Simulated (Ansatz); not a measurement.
The starting structures come from a database of crystals and need not be the phases stable at ambient conditions.

 Where the default PAW files enter, the runs use the earlier of Ansatz's two default sets.

The decay constant κ of evanescent states in the gap governs leakage through a thin film.

Here is the system:

```
CELL_PARAMETERS angstrom
      5.70282     0.00000     0.00000
     -2.85141     4.93879     0.00000
      2.85141     1.64626     4.65336
ATOMIC_POSITIONS crystal
  Sc 0.00000 0.50000 0.50000
  Sc 0.00000 0.00000 0.00000
  F  0.02342 0.75000 0.75000
  F  0.97658 0.25000 0.25000
  F  0.50000 0.27342 0.75000
  F  0.50000 0.72658 0.25000
  F  0.97658 0.22658 0.75000
  F  0.02342 0.77342 0.25000
```

Space group of this cell: R-3c. The cell is taken as given.

Transport runs along the normal of the first two printed cell vectors, the (001) plane of the conventional cell.

The gap is the functional's own, uncorrected, and κ follows it; spin-orbit coupling is left out. Mid-gap values are interpolated between the computed energies.

**Question.** Compute, with r2SCAN run with Ansatz (a first-principles code), the band gap and the smallest decay constant κ at mid-gap.

**Answer.** Gap 6.97 eV on a 8×8×8 mesh; κ = 0.653 1/Å, at the zone centre.
